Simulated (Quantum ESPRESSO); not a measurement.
A self-consistent single point of YCu2Ge2 (P1, 5 atoms in the cell) with Quantum ESPRESSO.

Method of the run: PBEsol, PSlibrary ultrasoft (PBE) pseudopotentials (plane waves; Quantum ESPRESSO).

The change in words: atoms moved at random. Reference geometry:
```yaml
crystal:
  lattice:
    - [1.99944, -1.99944, 5.09663]
    - [1.99944, 1.99944, 5.09663]
    - [-1.99944, -1.99944, 5.09663]
  atoms:
    - { symbol: Y, position: [0.00000, 0.00000, 0.00000] }
    - { symbol: Cu, position: [0.50000, 0.25000, 0.75000] }
    - { symbol: Cu, position: [0.50000, 0.75000, 0.25000] }
    - { symbol: Ge, position: [0.00000, 0.61934, 0.61934] }
    - { symbol: Ge, position: [0.00000, 0.38066, 0.38066] }
```

Reference input (self-consistent single point, DFT, PBEsol, plane waves, PSlibrary ultrasoft (PBE) pseudopotentials): ecutwfc = 50 Ry; ecutrho = 350 Ry; occupations = smearing; smearing = fermi-dirac; degauss = 0.0073499 Ry; input_dft = pbesol; K_POINTS = automatic 7 7 7 0 0 0; conv_thr = 1e-10 Ry. This run's input differs from it in these lines:

```diff
@@ -10,5 +10,3 @@
 &SYSTEM
- ibrav = 7
- celldm(1) = 7.5567842258
- celldm(3) = 2.549030503056
+ ibrav = 0
  nat = 5
@@ -30,9 +28,13 @@
 ATOMIC_POSITIONS {angstrom}
-Y     0.0000000000    0.0000000000    0.0000000000
-Cu   -1.9994390000    0.0000000000    2.5483155000
-Cu    0.0000000000    1.9994390000    2.5483155000
-Ge    0.0000000000    0.0000000000    6.3130948871
-Ge    0.0000000000    0.0000000000    3.8801671129
+Y     0.0193065830   -0.0144599428    0.0253098695
+Cu   -0.0329327598    2.0205310820    2.5433972511
+Cu    2.0316899511    0.0317151014    2.5582539304
+Ge   -0.0409385135   -0.0107549824    6.3194707725
+Ge    0.0223157387   -0.0275942576    3.8434662731
 K_POINTS {automatic}
 7 7 7  0 0 0
+CELL_PARAMETERS {angstrom}
+  -1.9994390000     1.9994390000     5.0966310000
+   1.9994390000    -1.9994390000     5.0966310000
+   1.9994390000     1.9994390000    -5.0966310000
```

Output (repeated stretches shortened):

```
     Self-consistent Calculation

     iteration #  1     ecut=    50.00 Ry     beta= 0.70

---- Real-time Memory Report at c_bands before calling an iterative solver
           296 MiB given to the printing process from OS
           274 MiB allocation reported by mallinfo(arena+hblkhd)
------------------

     total energy              =    -351.30196816 Ry
     estimated scf accuracy    <       0.43426387 Ry

     iteration #  2     ecut=    50.00 Ry     beta= 0.70

---- Real-time Memory Report at c_bands before calling an iterative solver
           474 MiB given to the printing process from OS
   [... lines left out ...]

---- Real-time Memory Report at c_bands before calling an iterative solver
           487 MiB given to the printing process from OS
           300 MiB allocation reported by mallinfo(arena+hblkhd)
------------------

     total energy              =    -351.59797240 Ry
     estimated scf accuracy    <          4.6E-10 Ry

     iteration # 12     ecut=    50.00 Ry     beta= 0.70

---- Real-time Memory Report at c_bands before calling an iterative solver
           488 MiB given to the printing process from OS
           300 MiB allocation reported by mallinfo(arena+hblkhd)
------------------
     End of self-consistent calculation

     the Fermi energy is    11.4735 ev

!    total energy              =    -351.59797240 Ry
     estimated scf accuracy    <          2.0E-11 Ry
     smearing contrib. (-TS)   =      -0.00253305 Ry
     internal energy E=F+TS    =    -351.59543936 Ry

     convergence has been achieved in  12 iterations

     Forces acting on atoms (cartesian axes, Ry/au):

     atom    1 type  1   force =    -0.00631188    0.00081270   -0.00430749
     atom    2 type  2   force =    -0.00137324   -0.01279568   -0.00175195
     atom    3 type  2   force =    -0.00251261   -0.00965697   -0.00364470
     atom    4 type  3   force =     0.00722569    0.00880427   -0.00954010
     atom    5 type  3   force =     0.00297205    0.01283568    0.01924424

     Total force =     0.033245     Total SCF correction =     0.000004

          total   stress  (Ry/bohr**3)                   (kbar)     P=       11.79
   0.00011280  -0.00000003   0.00002082           16.59       -0.00        3.06
  -0.00000003   0.00009558   0.00000496           -0.00       14.06        0.73
   0.00002082   0.00000496   0.00003214            3.06        0.73        4.73

   JOB DONE.
```

The run converged in 12 iterations. Against the reference run the free energy goes up by 5.6 meV/atom, the pressure goes from 0.82 to 1.18 GPa and the largest force goes from 0.082 to 0.600 eV/Å.

The starting cell comes from a database of computed structures (which also holds hypothetical and non-ambient phases and stackings), without a prior relaxation at this level. Its lattice was rescaled by a random factor within 2.5 % of one. For this run, on top of that: atoms moved at random. Spin polarisation is off.

Cost on one core of a shared machine: roughly 6 min.
